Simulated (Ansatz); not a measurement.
Cell of blue-P on blue-P on blue-P on blue-P (facing P atop P, which symmetry holds and which is mostly a maximum against sliding; blue-P a predicted or substrate-bound sheet, here free), atoms relaxed in a fixed cell:

```
P
1.0
    3.25388     0.00000     0.00000
   -1.62694     2.81794     0.00000
    0.00000     0.00000    33.01000
P
8
Cartesian
  0.00000   1.87863   8.23472
  1.62694   0.93931   9.48026
  1.62694   0.93931  13.33841
  0.00000   0.00000  14.58377
 -1.62694   2.81794  18.42629
  0.00000   1.87863  19.67164
  0.00000   1.87863  23.52968
  1.62694   0.93931  24.77523
```

Level of theory: PBE+D3(BJ) (plane waves to 420 eV, PAW; Ansatz, an electronic-structure program). Scalar-relativistic, without spin–orbit coupling. Its k-point mesh 12×12×1, Fermi–Dirac width 0.01 eV. A dipole correction is on.

Question: Give the plane-averaged electrostatic potential energy of an electron along the normal (the smooth PAW potential), about its mean over the cell, from 5 Å under the lowest atom to 5 Å over the highest.

Answer: 
```
z (Å) | V (eV)
    3.374 | ############################## 5.36
    3.668 | ############################## 5.36
    3.814 | ############################## 5.36
    4.108 | ############################## 5.36
    4.255 | ############################## 5.36
    4.548 | ############################## 5.36
    4.695 | ############################## 5.35
    4.988 | ############################## 5.35
    5.135 | ############################## 5.35
    5.428 | ############################## 5.34
    5.575 | ############################## 5.33
    5.868 | ############################## 5.30
    6.015 | ############################## 5.27
    6.309 | ############################## 5.15
    6.455 | ############################# 5.05
    6.749 | ############################# 4.65
    6.895 | ############################ 4.28
    7.189 | ########################## 2.88
    7.336 | ######################## 1.65
    7.629 | ################ -3.07
    7.776 | ########### -6.31
    8.069 | ## -11.39
    8.216 |  -12.48
    8.509 | # -11.82
    8.656 | ### -10.62
    8.949 | ##### -9.93
    9.096 | ### -10.93
    9.390 |  -12.64
    9.536 | # -12.30
    9.830 | ####### -8.59
    9.976 | ############ -5.51
   10.270 | ##################### 0.25
   10.416 | ######################## 1.96
   10.710 | ########################### 3.80
   10.857 | ############################ 4.29
   11.150 | ############################# 4.77
   11.297 | ############################# 4.87
   11.590 | ############################# 4.83
   11.737 | ############################# 4.70
   12.030 | ############################ 4.09
   12.177 | ########################### 3.49
   12.470 | ####################### 1.26
   12.617 | #################### -0.85
   12.911 | ######### -7.00
   13.057 | ##### -9.81
   13.351 |  -12.59
   13.497 |  -12.49
   13.791 | #### -10.40
   13.938 | ##### -9.75
   14.231 | ## -11.20
   14.378 | # -12.27
   14.671 | # -12.11
   14.818 | #### -10.53
   15.111 | ############# -4.81
   15.258 | ################## -1.71
   15.551 | ######################### 2.23
   15.698 | ########################## 3.24
   15.992 | ############################ 4.36
   16.138 | ############################# 4.63
   16.432 | ############################# 4.87
   16.578 | ############################# 4.87
   16.872 | ############################# 4.63
   17.018 | ############################ 4.36
   17.312 | ########################## 3.24
   17.459 | ######################### 2.23
   17.752 | ################## -1.71
   17.899 | ############# -4.81
   18.192 | #### -10.53
   18.339 | # -12.11
   18.632 | # -12.27
   18.779 | ## -11.20
   19.072 | ##### -9.75
   19.219 | #### -10.40
   19.513 |  -12.49
   19.659 |  -12.59
   19.953 | ##### -9.81
   20.099 | ######### -7.00
   20.393 | #################### -0.85
   20.540 | ####################### 1.26
   20.833 | ########################### 3.49
   20.980 | ############################ 4.08
   21.273 | ############################# 4.70
   21.420 | ############################# 4.83
   21.713 | ############################# 4.87
   21.860 | ############################# 4.77
   22.153 | ############################ 4.29
   22.300 | ########################### 3.80
   22.594 | ######################## 1.96
   22.740 | ##################### 0.25
   23.034 | ############ -5.51
   23.180 | ####### -8.59
   23.474 | # -12.30
   23.620 |  -12.64
   23.914 | ### -10.93
   24.061 | ##### -9.93
   24.354 | ### -10.63
   24.501 | # -11.82
   24.794 |  -12.48
   24.941 | ## -11.39
   25.234 | ########### -6.31
   25.381 | ################ -3.07
   25.674 | ######################## 1.65
   25.821 | ########################## 2.88
   26.115 | ############################ 4.28
   26.261 | ############################# 4.65
   26.555 | ############################# 5.05
   26.701 | ############################## 5.15
   26.995 | ############################## 5.27
   27.142 | ############################## 5.30
   27.435 | ############################## 5.33
   27.582 | ############################## 5.34
   27.875 | ############################## 5.35
   28.022 | ############################## 5.35
   28.315 | ############################## 5.35
   28.462 | ############################## 5.35
   28.755 | ############################## 5.36
   28.902 | ############################## 5.36
   29.196 | ############################## 5.36
   29.342 | ############################## 5.36
   29.636 | ############################## 5.36
```
